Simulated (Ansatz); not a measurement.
This concerns the formation energy of Ga2O3 (corundum, R-3c) from the elements. Reaction: 2 Ga (Cmce) + 3/2 O2 (gas) → Ga2O3 (corundum). The sign is products less reactants. The value is per atom of the solid.

Ga2O3 (corundum, R-3c), 10 atoms in the cell, k-point mesh 8×8×8 on the run's own vectors.
Ga$_{2}$O$_{3}$ has the trigonal space group R-3c, hexagonal axes (No. 167), the corundum structure, Pearson symbol hR10. Lattice parameters: a = 5.058 Å, b = 5.058 Å, c = 13.624 Å, α = 90.00°, β = 90.00°, γ = 120.00°. Ga on 12c has 3 O at 1.952 Å and 3 O at 2.105 Å. O on 18e is surrounded by 2 Ga at 1.952 Å and 2 Ga at 2.105 Å. (Neighbours: up to the widest gap in distance over summed covalent radii, below 1.35, at either atom; cation-cation and far metal-metal contacts left out.)
(The calculation used a cell of 10 atoms; values per cell refer to that cell.)

Ga (Cmce), 4 atoms in the cell, k-point mesh 16×16×14 on the run's own vectors. Conventional cell: a = 4.593 Å, b = 7.736 Å, c = 4.577 Å, α = β = γ = 90.00°.

An isolated O2 molecule (triplet) in a box of 11 × 11 × 13 Å.

Computed with Ansatz (plane waves, PAW), its PAW set soft_1, cutoff 420 eV, 500 eV for r2SCAN. The structures are at rest with PBE; other levels are single points on them. HSE06 runs on coarser k-point meshes, mended by the PBE difference between the two meshes. Some cells are metallic or hold partly filled levels, where a hybrid on a coarse mesh is less sure. Neutral cells; Fermi-Dirac smearing of at most 0.10 eV in the solids, energies taken to zero width. The lattices are those relaxed with PBE, so at other levels the solids can be strained, which adds to the spread. A dispersion term (D3(BJ), or D4 for r2SCAN) was computed beside these levels and is taken off wherever the name lacks it. Space groups of crystals are read within 0.01 Å. Nuclei at rest; no vibrational terms. Cells are local rest points, mostly with their start's symmetry.

**Question.** Predict the value from r2SCAN.

**Answer.** -2.06 eV/atom, for 2 Ga (Cmce) + 3/2 O2 (gas) → Ga2O3 (corundum).

**Question.** What do the other levels give, and how wide is the spread?

**Answer.** 
```json
[
 {"Method": "HSE06", "value (eV/atom)": "-1.92", "less r2SCAN": "0.14"}
]
```

The levels shown span 0.14 eV/atom, from r2SCAN (-2.06) to HSE06 (-1.92).

Ansatz is a quantum-chemistry and plane-wave program.
